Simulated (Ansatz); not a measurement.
Defect migration in amorphous Hf10Si10O40 (a melt-quenched model of 60 atoms): interstitial La, charge state +3. Level of theory: PBE, PAW (plane waves to 420 eV; Ansatz, a quantum-chemistry and plane-wave program).

Cell of 60 host sites held at the glass model's own volume; the Γ point alone; Fermi-Dirac width 0.01 eV, spin-restricted; finite-size errors left in. Energies are static. Spin-orbit coupling is left out. This is one neighbourhood of one small, fast-quenched model, and the added charge may sit on a native defect of the glass. The charge state is imposed; whether it is stable for some Fermi level was not computed. Sites that were not tried may lie lower. The start lies 0.28 eV above the lowest site run (PBE).

Barriers: single points on a 2×2×2 k-point mesh shifted by half a step at the bands' geometries.

Relaxed starting cell (atoms counted from 1):

```yaml
crystal:
  lattice:
    - [9.41972, 0.00000, 0.00000]
    - [0.00000, 9.41972, 0.00000]
    - [0.00000, 0.00000, 9.41972]
  atoms:
    - { symbol: Hf, position: [0.15551, 0.83358, 0.37719] }
    - { symbol: Hf, position: [0.75281, 0.16881, 0.93457] }
    - { symbol: Hf, position: [0.87405, 0.50875, 0.08060] }
    - { symbol: Hf, position: [0.69769, 0.58675, 0.69405] }
    - { symbol: Hf, position: [0.02019, 0.41206, 0.75933] }
    - { symbol: Hf, position: [0.85390, 0.90180, 0.16141] }
    - { symbol: Hf, position: [0.54706, 0.81706, 0.39261] }
    - { symbol: Hf, position: [0.36509, 0.45297, 0.56390] }
    - { symbol: Hf, position: [0.34609, 0.79549, 0.72700] }
    - { symbol: Hf, position: [0.03518, 0.01265, 0.77760] }
    - { symbol: Si, position: [0.13700, 0.40358, 0.28518] }
    - { symbol: Si, position: [0.33687, 0.06440, 0.55899] }
    - { symbol: Si, position: [0.13891, 0.11610, 0.13474] }
    - { symbol: Si, position: [0.71414, 0.24032, 0.27216] }
    - { symbol: Si, position: [0.47617, 0.09442, 0.16569] }
    - { symbol: Si, position: [0.02422, 0.68867, 0.89250] }
    - { symbol: Si, position: [0.57459, 0.70894, 0.99861] }
    - { symbol: Si, position: [0.72228, 0.29389, 0.59227] }
    - { symbol: Si, position: [0.36418, 0.59450, 0.21413] }
    - { symbol: Si, position: [0.84303, 0.85155, 0.48346] }
    - { symbol: O, position: [0.70213, 0.18607, 0.72662] }
    - { symbol: O, position: [0.87405, 0.34789, 0.92825] }
    - { symbol: O, position: [0.76702, 0.23401, 0.43735] }
    - { symbol: O, position: [0.07318, 0.52783, 0.94515] }
    - { symbol: O, position: [0.28328, 0.44217, 0.19530] }
    - { symbol: O, position: [0.46484, 0.61204, 0.36066] }
    - { symbol: O, position: [0.26624, 0.01590, 0.71950] }
    - { symbol: O, position: [0.14231, 0.80576, 0.84257] }
    - { symbol: O, position: [0.58970, 0.41064, 0.59473] }
    - { symbol: O, position: [0.67632, 0.77593, 0.12666] }
    - { symbol: O, position: [0.68074, 0.59785, 0.90901] }
    - { symbol: O, position: [0.93968, 0.92826, 0.60102] }
    - { symbol: O, position: [0.31274, 0.13115, 0.12794] }
    - { symbol: O, position: [0.49045, 0.81522, 0.89015] }
    - { symbol: O, position: [0.93306, 0.73169, 0.03588] }
    - { symbol: O, position: [0.25187, 0.72538, 0.23093] }
    - { symbol: O, position: [0.54623, 0.13289, 0.00453] }
    - { symbol: O, position: [0.18806, 0.42404, 0.44951] }
    - { symbol: O, position: [0.38659, 0.22569, 0.59212] }
    - { symbol: O, position: [0.22997, 0.73980, 0.55074] }
    - { symbol: O, position: [0.06586, 0.96928, 0.19027] }
    - { symbol: O, position: [0.78757, 0.11745, 0.16308] }
    - { symbol: O, position: [0.73508, 0.38810, 0.18609] }
    - { symbol: O, position: [0.08379, 0.24566, 0.23309] }
    - { symbol: O, position: [0.24704, 0.43058, 0.74039] }
    - { symbol: O, position: [0.45949, 0.92978, 0.56045] }
    - { symbol: O, position: [0.11950, 0.13178, 0.96085] }
    - { symbol: O, position: [0.54299, 0.20615, 0.27906] }
    - { symbol: O, position: [0.83931, 0.42078, 0.63392] }
    - { symbol: O, position: [0.94414, 0.78436, 0.35569] }
    - { symbol: O, position: [0.00378, 0.50411, 0.24103] }
    - { symbol: O, position: [0.47667, 0.93819, 0.23905] }
    - { symbol: O, position: [0.71949, 0.74003, 0.54178] }
    - { symbol: O, position: [0.47393, 0.63047, 0.66675] }
    - { symbol: O, position: [0.23207, 0.02858, 0.42951] }
    - { symbol: O, position: [0.92404, 0.63769, 0.75623] }
    - { symbol: O, position: [0.86832, 0.99285, 0.92427] }
    - { symbol: O, position: [0.73603, 0.93399, 0.36952] }
    - { symbol: O, position: [0.03525, 0.20829, 0.71062] }
    - { symbol: O, position: [0.45862, 0.60402, 0.07145] }
    - { symbol: La, position: [0.33530, 0.22591, 0.86812] }
```
Cell charge +3.

End state 1 differs by these moves (Å; atoms that move under 0.08 Å are left out):

| atom | element | Δx | Δy | Δz |
|---|---|---|---|---|
| 2 | Hf | -0.05 | -0.03 | -0.07 |
| 5 | Hf | -0.06 | -0.10 | 0.04 |
| 7 | Hf | 0.06 | 0.07 | -0.05 |
| 8 | Hf | -0.03 | -0.14 | 0.07 |
| 10 | Hf | 0.11 | 0.06 | 0.02 |
| 11 | Si | -0.09 | 0.04 | 0.06 |
| 16 | Si | 0.10 | -0.08 | 0.03 |
| 19 | Si | 0.01 | 0.08 | 0.02 |
| 24 | O | 0.09 | -0.09 | 0.07 |
| 25 | O | -0.05 | 0.07 | 0.02 |
| 26 | O | 0.07 | 0.09 | -0.08 |
| 27 | O | -0.04 | -0.04 | -0.08 |
| 28 | O | 0.11 | -0.09 | 0.03 |
| 30 | O | 0.04 | -0.16 | 0.02 |
| 31 | O | -0.01 | -0.11 | 0.00 |
| 32 | O | 0.10 | -0.07 | 0.03 |
| 33 | O | -0.02 | 0.08 | 0.14 |
| 37 | O | -0.06 | 0.19 | 0.00 |
| 39 | O | 0.02 | 0.00 | -0.24 |
| 41 | O | -0.02 | 0.04 | -0.07 |
| 45 | O | -0.04 | -0.13 | 0.06 |
| 47 | O | 0.05 | 0.23 | 0.00 |
| 52 | O | 0.08 | 0.00 | -0.13 |
| 54 | O | -0.03 | -0.10 | 0.09 |
| 56 | O | 0.06 | -0.12 | 0.07 |
| 59 | O | -0.25 | -0.06 | -0.08 |
| 60 | O | -0.07 | -0.10 | -0.07 |
| 61 | La | -0.03 | 1.09 | 0.91 |

What is the computed forward and backward barriers to end state 1 (PBE, PAW)?

forward 0.28 eV, backward 0.20 eV; at the saddle point atom 61 has neighbours 2 O at 2.36, 2 O at 2.53, O at 2.93 Å. The saddle point's order was not checked.
